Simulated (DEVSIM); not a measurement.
System: Ti/SiON/p-Si capacitor, at 300 K.

| layer (left to right) | material | thickness (nm) | Na (cm⁻³) |
|---|---|---|---|
| 1 | SiON | 25.0 | - |
| 2 | Si | 9900 | 1.7e14 |

Metal gate on the left, work function 4.33 eV. Fixed charge at the semiconductor interface -4e11 cm⁻² (in units of +e); no interface traps.

Constants are typed, rounded textbook-type inputs, not results; the design itself was drawn at random and stands for no fabricated device. Values at 300 K.

```
parameter      SiON       Si
-------------  ----  -------
gap (eV)          7    1.124
affinity (eV)   1.4     4.05
permittivity    5.5     11.7
Nc (cm⁻³)         -  2.86e19
Nv (cm⁻³)         -   3.1e19
```

Simulated with DEVSIM: 1D Poisson equation in equilibrium, Boltzmann statistics, complete ionisation; no quantum confinement or tunnelling. Metal contacts follow the ideal Schottky-Mott rule: no Fermi-level pinning, no interface dipoles.

Problem. Tabulate band edges, carrier densities and field at 0.2 V on the gate.

Solution. Energies count from the Fermi level of the right contact; mesh points crowd at the junctions.

```json
[
 {"x (μm)": "0.000", "Ec (eV)": "2.730", "Ev (eV)": "-4.270", "n (cm⁻³)": "< 1e2", "p (cm⁻³)": "< 1e2", "field (V/cm)": "140000"},
 {"x (μm)": "0.001748", "Ec (eV)": "2.755", "Ev (eV)": "-4.245", "n (cm⁻³)": "< 1e2", "p (cm⁻³)": "< 1e2", "field (V/cm)": "140000"},
 {"x (μm)": "0.006099", "Ec (eV)": "2.816", "Ev (eV)": "-4.184", "n (cm⁻³)": "< 1e2", "p (cm⁻³)": "< 1e2", "field (V/cm)": "140000"},
 {"x (μm)": "0.01516", "Ec (eV)": "2.943", "Ev (eV)": "-4.056", "n (cm⁻³)": "< 1e2", "p (cm⁻³)": "< 1e2", "field (V/cm)": "140000"},
 {"x (μm)": "0.02271", "Ec (eV)": "3.050", "Ev (eV)": "-3.950", "n (cm⁻³)": "< 1e2", "p (cm⁻³)": "< 1e2", "field (V/cm)": "140000"},
 {"x (μm)": "0.02482", "Ec (eV)": "3.079", "Ev (eV)": "-3.921", "n (cm⁻³)": "< 1e2", "p (cm⁻³)": "< 1e2", "field (V/cm)": "140000"},
 {"x (μm)": "0.02637", "Ec (eV)": "0.432", "Ev (eV)": "-0.692", "n (cm⁻³)": "1.6e12", "p (cm⁻³)": "7.5e7", "field (V/cm)": "4300"},
 {"x (μm)": "0.03301", "Ec (eV)": "0.435", "Ev (eV)": "-0.689", "n (cm⁻³)": "1.4e12", "p (cm⁻³)": "8.4e7", "field (V/cm)": "4300"},
 {"x (μm)": "0.04753", "Ec (eV)": "0.442", "Ev (eV)": "-0.682", "n (cm⁻³)": "1.1e12", "p (cm⁻³)": "1.1e8", "field (V/cm)": "4300"},
 {"x (μm)": "0.08504", "Ec (eV)": "0.457", "Ev (eV)": "-0.667", "n (cm⁻³)": "5.9e11", "p (cm⁻³)": "2.0e8", "field (V/cm)": "4200"},
 {"x (μm)": "0.1819", "Ec (eV)": "0.496", "Ev (eV)": "-0.628", "n (cm⁻³)": "1.3e11", "p (cm⁻³)": "8.8e8", "field (V/cm)": "3900"},
 {"x (μm)": "0.5970", "Ec (eV)": "0.635", "Ev (eV)": "-0.489", "n (cm⁻³)": "6.1e8", "p (cm⁻³)": "1.9e11", "field (V/cm)": "2800"},
 {"x (μm)": "1.504", "Ec (eV)": "0.787", "Ev (eV)": "-0.337", "n (cm⁻³)": "1800000", "p (cm⁻³)": "6.6e13", "field (V/cm)": "670"},
 {"x (μm)": "3.980", "Ec (eV)": "0.811", "Ev (eV)": "-0.313", "n (cm⁻³)": "680000", "p (cm⁻³)": "1.7e14", "field (V/cm)": "≈ 0"},
 {"x (μm)": "8.135", "Ec (eV)": "0.811", "Ev (eV)": "-0.313", "n (cm⁻³)": "680000", "p (cm⁻³)": "1.7e14", "field (V/cm)": "≈ 0"},
 {"x (μm)": "9.256", "Ec (eV)": "0.811", "Ev (eV)": "-0.313", "n (cm⁻³)": "680000", "p (cm⁻³)": "1.7e14", "field (V/cm)": "≈ 0"},
 {"x (μm)": "9.667", "Ec (eV)": "0.811", "Ev (eV)": "-0.313", "n (cm⁻³)": "680000", "p (cm⁻³)": "1.7e14", "field (V/cm)": "≈ 0"},
 {"x (μm)": "9.826", "Ec (eV)": "0.811", "Ev (eV)": "-0.313", "n (cm⁻³)": "680000", "p (cm⁻³)": "1.7e14", "field (V/cm)": "≈ 0"},
 {"x (μm)": "9.899", "Ec (eV)": "0.811", "Ev (eV)": "-0.313", "n (cm⁻³)": "680000", "p (cm⁻³)": "1.7e14", "field (V/cm)": "≈ 0"},
 {"x (μm)": "9.915", "Ec (eV)": "0.811", "Ev (eV)": "-0.313", "n (cm⁻³)": "680000", "p (cm⁻³)": "1.7e14", "field (V/cm)": "≈ 0"},
 {"x (μm)": "9.922", "Ec (eV)": "0.811", "Ev (eV)": "-0.313", "n (cm⁻³)": "680000", "p (cm⁻³)": "1.7e14", "field (V/cm)": "≈ 0"},
 {"x (μm)": "9.925", "Ec (eV)": "0.811", "Ev (eV)": "-0.313", "n (cm⁻³)": "680000", "p (cm⁻³)": "1.7e14", "field (V/cm)": "≈ 0"}
]
```
